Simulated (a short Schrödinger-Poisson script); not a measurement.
System: MOS inversion layer, SiO2 on p-type InP, at 400 K.

```tsv
layer	material	thickness (nm)	Na (cm⁻³)
1	SiO2	2.1	-
2	InP	1200	1.6e17
```

Constants are typed, rounded textbook-type inputs, not results; the design itself was drawn at random and stands for no fabricated device. SiO2: permittivity 3.9, conduction-band edge (eV) 3.48, gap (eV) 9, electron mass (mₑ) 0.5. InP: permittivity 12.5, conduction-band edge (eV) 0, gap (eV) 1.344, Nv at 300 K (cm⁻³) 1.1e19.

Channel valleys (confinement mass, in-plane density-of-states mass, number): Γ 0.08, 0.08, 1. At the gate the conduction-band edge of layer 1 lies 3.91 eV − eVg above the Fermi level of the channel; the field vanishes at the back. Gaps are held at their typed values at every temperature. Mesh 0.03 nm at interfaces.

Solved with a short Schrödinger-Poisson script written for these runs: 1D Poisson equation in equilibrium, electrons quantum, Hartree (BenDaniel-Duke, 12 states a valley, the channel's in-plane mass for all, wave functions free to enter the dielectric), parabolic valleys, classical holes, full ionisation, no traps, pinning or gate leakage.

The same stack at other levels of the model or other numerical settings:

| run | sheet density of all electrons at Vg = 2 V (cm⁻²) | sheet density of all electrons at Vg = 0.8 V (cm⁻²) | capacitance at Vg = 2 V (μF/cm²) | centroid of the channel electrons at Vg = 2 V (nm) | rough cost against the base |
|---|---|---|---|---|---|
| base | 8.66e12 | 6.74e11 | 1.16 | 2.70 | about 1 |
| electrons treated as classical, Boltzmann | 1.23e13 | 1.24e12 | 1.56 | 0.62 | 0.06 |
| electrons treated as classical, Fermi-Dirac | 9.04e12 | 9.46e11 | 1.16 | 2.31 | 0.3 |
| electrons treated as quantum, Hartree plus LDA exchange-correlation | 8.89e12 | 7.44e11 | 1.18 | 2.62 | 2 |
| mesh six times as coarse | 8.60e12 | 6.59e11 | 1.16 | 2.75 | 0.3 |
| one subband a valley | 8.38e12 | 6.63e11 | 1.11 | 2.23 | about 1 |

The classical rows ignore confinement, and Boltzmann statistics overrate the density once the band edge passes the Fermi level.

Above a few 1e12 electrons/cm² a light Γ valley is non-parabolic and upper valleys begin to fill, which the model leaves out.
